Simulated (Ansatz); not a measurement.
ZnS: energy against strain

ZnS (zinc blende, F-43m, 19.213 Å³/atom at rest) under an equal strain ε in the (001) plane with the normal axis free, as in a coherent film. PBEsol in Ansatz, a plane-wave DFT program (PAW, default set), 420 eV, 11×11×11 Γ-centred mesh, Fermi-Dirac smearing 0.05 eV; ions are relaxed within the symmetry of each cell.

Here s stands for strain and y for E less E0.

```
strain (%)  E less E0 (meV/atom)
----------  --------------------
-1.50                       2.59
-1.00                       1.14
-0.50                       0.28
0.00                        0.00
0.50                        0.28
1.00                        1.10
1.50                        2.45
3.00                           ?
```

The 7 complete rows are fitted with a parabola, y against s. Least squares gives y = 0.000 - 0.0357·s + 1.1200·s². Residuals (row less fit): 0.016, -0.016, -0.018, 0.000, 0.018, 0.016, -0.016; standard error 0.020 (degrees of freedom: 4). Twice the quadratic coefficient over the volume, 2 × 1.1200 meV × 10⁴ × 0.1602 / 19.213 Å³, is twice the biaxial elastic modulus of this plane = 187 ± 1.5 GPa.

What does the fit predict for y at s = 3.00, and how far is the calculated value from it?

y = 0.000 - 0.0357 × 3.0 + 1.1200 × 3.0² = 9.973 meV/atom. The calculation gives 9.48 meV/atom, 0.493 meV/atom below the prediction (5.2 % of the range of y in the table). The row lies outside the fitted rows, so this is an extrapolation. From the scatter of the fitted rows alone, a prediction at this place has a standard error of 0.078 meV/atom, so the miss is 6.3 times that.

One order more, fitted to all 13 runs of the series, follows each within 0.01, so the miss is the next term of a smooth law. Rows are the converged runs of the series near zero and its far end; series whose fitted rows scatter by over a few per cent of the range, as at a crossing or softening among them, aren't shown in this form. Most that stay on the fit to the last digits aren't either.
